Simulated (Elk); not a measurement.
Band structure of NaHg3 (Pm-3m, 4 atoms in the cell).

```xyz
4
Lattice="4.6406 0.0000 0.0000 0.0000 4.6406 0.0000 0.0000 0.0000 4.6406" Properties=species:S:1:pos:R:3 pbc="T T T"
Na     0.0000     0.0000     0.0000
Hg     0.0000     2.3203     2.3203
Hg     2.3203     0.0000     2.3203
Hg     2.3203     2.3203     0.0000
```

Method of the run: LDA (PW92), all-electron FP-LAPW, Elk's shipped species files, default APW+lo basis (Elk 10.2.4).

Settings: xctype = 3; rgkmax = 7; stype = 0; swidth = 0.00734986 Ha; ngridk = 10 10 10.

The starting cell comes from a database of computed structures (which also holds hypothetical and non-ambient phases and stackings), without a prior relaxation at this level. Spin-orbit coupling is off. Values depend on the basis (sphere radii, cutoffs, local orbitals), which need not be converged.

Levels in eV from the Fermi level, bands 28 to 35:
| point | 28 | 29 | 30 | 31 | 32 | 33 | 34 | 35 |
|---|---|---|---|---|---|---|---|---|
| Γ | -5.81 | -5.81 | -0.39 | -0.39 | 0.30 | 0.30 | 0.30 | 5.03 |
| X | -6.07 | -5.82 | -5.40 | -0.17 | 2.18 | 2.18 | 3.50 | 3.75 |
| M | -6.40 | -4.74 | -3.69 | -3.69 | -1.41 | 3.86 | 4.38 | 4.38 |
| R | -5.95 | -2.42 | -2.42 | -2.42 | -1.55 | -0.84 | -0.84 | -0.84 |

Bands cross the Fermi level along this path, so the cell is metallic at this level.
